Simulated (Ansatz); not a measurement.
The structure below was relaxed with Ansatz (a quantum-chemistry and plane-wave program) PBEsol, no spin-orbit coupling, at pressure −1 GPa.

```xyz
2
Lattice="0.0000 3.2462 3.2462 3.2462 0.0000 3.2462 3.2462 3.2462 0.0000" Properties=species:S:1:pos:R:3 pbc="T T T"
La     0.0000     0.0000     0.0000
Sb     3.2462     3.2462     3.2462
```

### Question
Find the space group and the Wyckoff positions.

### Answer
Space group Fm-3m (No. 225); a = b = c = 6.492 Å, α = β = γ = 90.00°

```csv
atom,site,symmetry,x,y,z
La,4a,m-3m,0.0000,0.0000,0.0000
Sb,4b,m-3m,0.5000,0.5000,0.5000
```

### Question
Describe the coordination.

### Answer
The crystal has 8 atoms in its conventional cell. Cell: a = b = c = 6.4925 Å, α = β = γ = 90.00°. La is surrounded by 6 Sb at 3.246 Å (octahedral). Sb is surrounded by 6 La at 3.246 Å (octahedral). (Neighbours: up to the widest gap in distance over summed covalent radii, below 1.35, at either atom; cation-cation and far metal-metal contacts left out.)

Spin-orbit coupling, missing from the scalar runs, can matter with Sb. Load acts through the strain it causes; cell and atoms are relaxed under it. Whether these cells are dynamically stable was not tested. The final runs are not spin-polarised. The cell was made from LaSb in the rock salt structure (space group Fm-3m, No. 225) by this change: pressure −1 GPa.
